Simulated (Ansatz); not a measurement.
Band edges of wurtzite BN (P6_3mc) under hydrostatic pressure

Cell and atoms are relaxed with PBEsol to each stress (compression positive); bands and masses by r2SCAN, rigid bands (plane waves, PAW, scalar-relativistic; Ansatz, a quantum-chemistry and plane-wave program).

```
CELL_PARAMETERS angstrom
      2.54101     0.00000     0.00000
     -1.27050     2.20058     0.00000
      0.00000     0.00000     4.20329
ATOMIC_POSITIONS crystal
  B  0.33333 0.66667 0.00027
  B  0.66667 0.33333 0.50027
  N  0.33333 0.66667 0.37473
  N  0.66667 0.33333 0.87473
```

| stress (GPa) | ln(V/V₀) (%) | gap (eV) | mean mₑ* |
|---|---|---|---|
| -18.00 | 5.13 | 5.827 | 0.42 |
| -9.00 | 2.44 | 5.781 | 0.41 |
| 0 | 0 | 5.737 | 0.41 |
| 9.00 | -2.24 | 5.695 | 0.40 |
| 18.00 | -4.32 | 5.655 | 0.40 |

 Masses are conductivity masses at 300 K in electron masses, harmonic means over x, y and z.

Task: Estimate the bulk modulus from the two loads next to zero.

Result: B ≈ −Δp/Δln V = 18.00 GPa/4.68 % = 380 GPa (PBEsol), a mean over this interval.

Task: How fast does the gap move on either side of zero load?

Result: Under tension, (5.781 − 5.737) eV over -9.00 GPa = -5 meV/GPa, or about 1.8 eV per unit ln V; under compression, (5.695 − 5.737) eV over 9.00 GPa = -5 meV/GPa, or about 1.9 eV per unit ln V. The two slopes part by 0 meV/GPa; gaps are resolved to about 0.01 eV, which allows 2 meV/GPa, so these rows don't tell them apart.

Masses are those of dilute carriers in rigid bands with one relaxation time, without polarons. Third decimals of gaps are kept for the arithmetic. Spin-orbit coupling is left out. Every relaxation keeps the wurtzite phase (space group P6_3mc under this load), so a transition, a distortion that breaks the symmetry or fracture can't show. Wurtzite isn't the common bulk form of this compound.
